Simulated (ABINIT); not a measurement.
A self-consistent single point of Zn (P6_3/mmc, 2 atoms in the cell) with ABINIT.

Method: LDA (PW92), PAW (JTH v2.0 LDA PAW) (plane waves; ABINIT 10.0.3).

```
Zn
1.0
    1.33000    -2.30363     0.00000
    1.33000     2.30363     0.00000
    0.00000     0.00000     4.95000
Zn
2
Direct
  0.33333   0.66667   0.25000
  0.66667   0.33333   0.75000
```

Reference input (self-consistent single point, DFT, PBE, plane waves, PAW (JTH v2.0 PBE PAW)): pseudos = [Zn.GGA_PBE-JTH.xml]; ecut = 30 Ha; pawecutdg = 60 Ha; ixc = 11; occopt = 3; tsmear = 0.00183747 Ha; ngkpt = 14 14 7; nshiftk = 1; shiftk = 0 0 0; potentials = JTH v2.0 PBE PAW; nband = 17; kptopt = 1. This run's input differs from it in these lines:

```diff
@@ -1,4 +1,4 @@
-# Zn, JTH v2.0 PBE PAW
+# Zn, JTH v2.0 LDA PAW
 pp_dirpath "./"
-pseudos "Zn.GGA_PBE-JTH.xml"
+pseudos "Zn.LDA_PW-JTH.xml"
 acell 5.0266714871 5.0266714871 9.3541443169
@@ -17,3 +17,3 @@
 pawecutdg 60 Ha
-ixc 11
+ixc 7
 occopt 3
```

Its files differ too (potentials: JTH v2.0 PBE PAW → JTH v2.0 LDA PAW).

The program printed (abridged):

```
--- !BeginCycle
solver: {iscf: 17, nstep: 60, nline: 4, wfoptalg: 10, }
tolerances: {tolvrs: 1.00E-10, }
...

     iter   Etot(hartree)      deltaE(h)  residm     nres2
 ETOT  1  -128.13612551799    -1.281E+02 9.455E+00 4.250E+00
 ETOT  2  -129.04843516058    -9.123E-01 9.341E-01 3.881E+00
 ETOT  3  -129.03853152052     9.904E-03 3.247E-01 7.053E-02
 ETOT  4  -129.03954901892    -1.017E-03 1.903E-01 3.370E-02
 ETOT  5  -129.03961084497    -6.183E-05 4.040E-02 4.431E-03
   [... 13 lines left out ...]
 ETOT 19  -129.03960839516     1.276E-10 2.796E-04 3.071E-09
 ETOT 20  -129.03960839522    -6.418E-11 3.876E-04 6.327E-10
 ETOT 21  -129.03960839523    -2.956E-12 2.196E-04 4.197E-10
 ETOT 22  -129.03960839523     1.705E-13 3.721E-04 2.739E-12
 At SCF step   22       nres2   =  2.74E-12 < tolvrs=  1.00E-10 =>converged.

 Cartesian components of stress tensor (hartree/bohr^3)
  sigma(1 1)=  3.18668196E-04  sigma(3 2)=  0.00000000E+00
  sigma(2 2)=  3.18668196E-04  sigma(3 1)=  0.00000000E+00
  sigma(3 3)=  2.63546412E-04  sigma(2 1)=  0.00000000E+00

 ----iterations are completed or convergence reached----

 reduced coordinates (array xred) for    2 atoms
       0.333333333333      0.666666666667      0.250000000000
       0.666666666667      0.333333333333      0.750000000000
 cartesian forces (eV/Angstrom) at end:
    1     -0.00000000000000    -0.00000000000000    -0.00000000000000
    2     -0.00000000000000    -0.00000000000000    -0.00000000000000
 frms,max,avg= 0.0000000E+00 0.0000000E+00   0.000E+00  0.000E+00  0.000E+00 e/A
   [... lines left out ...]
 Fermi (or HOMO) energy (hartree) =   0.37972   Average Vxc (hartree)=  -0.39533
 Fermi (or HOMO) energy (eV) =  10.33283   Average Vxc (eV)= -10.75746
   [... lines left out ...]
'-kT*entropy'       : -1.88449473075735E-04
total_energy        : -1.29039608860470E+02
total_energy_eV     : -3.51134632984652E+03
...

-Cartesian components of stress tensor (GPa)         [Pressure= -8.8350E+00 GPa]
- sigma(1 1)=  9.37554044E+00  sigma(3 2)=  0.00000000E+00
- sigma(2 2)=  9.37554043E+00  sigma(3 1)=  0.00000000E+00
- sigma(3 3)=  7.75380184E+00  sigma(2 1)=  0.00000000E+00

 Calculation completed.
```

The run converged in 22 iterations. 

The starting cell has typed, rounded lattice constants, without a prior relaxation at this level. With a pressure of about -9 GPa the cell is away from its equilibrium volume at this level.

These are the values that this program gave, and no reference: the one-centre exchange-correlation terms come from a truncated expansion.

Cost on one core of a shared machine: roughly 2 min.
